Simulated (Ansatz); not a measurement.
Functionals compared on the (21-30) surface of hcp Be in its 1x1 cell, outermost plane spacing 0.25 Å in the ideal cut, in Ansatz (plane waves, PAW). The structure was relaxed with PBE; the other rows are single points on it, each with its references at the same level. Cutoff 420 eV (500 eV for r2SCAN).

Model: 30-atom slab, 10.6 Å thick at the start, 11x7x1 mesh, Fermi-Dirac 0.1 eV, dipole correction, all atoms relaxed; start symmetry kept, larger cells not searched; no spin, no spin-orbit, no U. These notes are the PBE run's.

```
functional  surface energy (J/m²)  work function of the top face (eV)          rough cost of the single point
----------  ---------------------  ----------------------------------  --------------------------------------
PBE                          2.08                                4.22                                       –
LDA                          2.34                                4.41  about 40 core-seconds (a rough figure)
PBEsol                       2.26                                4.28                 roughly 40 core-seconds
RPBE                         1.94                                4.14          around 40 core-seconds (rough)
r2SCAN                       2.14                                4.21          around 70 core-seconds (rough)
```

Ansatz is an electronic-structure program.
